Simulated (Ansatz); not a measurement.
The starting structures come from a database of crystals and need not be the phases stable at ambient conditions.

 Where the default PAW files enter, the runs use the earlier of Ansatz's two default sets.

Consider the following.

```
LaB2ClO4
1.0
    4.26682     0.00000     0.00000
    2.04381     6.34871     0.00000
   -0.10244    -1.18634     8.17979
La B Cl O
2 4 2 8
Direct
  0.78872   0.96715   0.22212
  0.21128   0.03285   0.77788
  0.83518   0.65010   0.85262
  0.16482   0.34990   0.14738
  0.56153   0.56273   0.19285
  0.43847   0.43727   0.80715
  0.85228   0.79977   0.54326
  0.14772   0.20023   0.45674
  0.10079   0.46493   0.82299
  0.89921   0.53507   0.17701
  0.52459   0.62438   0.81842
  0.47541   0.37562   0.18158
  0.36529   0.76377   0.20822
  0.63471   0.23623   0.79178
  0.16106   0.15440   0.07980
  0.83894   0.84560   0.92020
```

Space group of this cell: P-1. The cell is taken as given; by r2SCAN its mean pressure is -2.9 GPa.

Transport runs along the normal of the first two printed cell vectors.

No gap correction and no spin-orbit coupling; mid-gap values are interpolated between computed energies.

**Question.** Compute, with r2SCAN (Ansatz, an electronic-structure program), the band gap and the smallest decay constant κ at mid-gap.

**Answer.** Gap 4.88 eV on a 8×6×4 mesh; κ = 0.431 1/Å, at the zone centre.
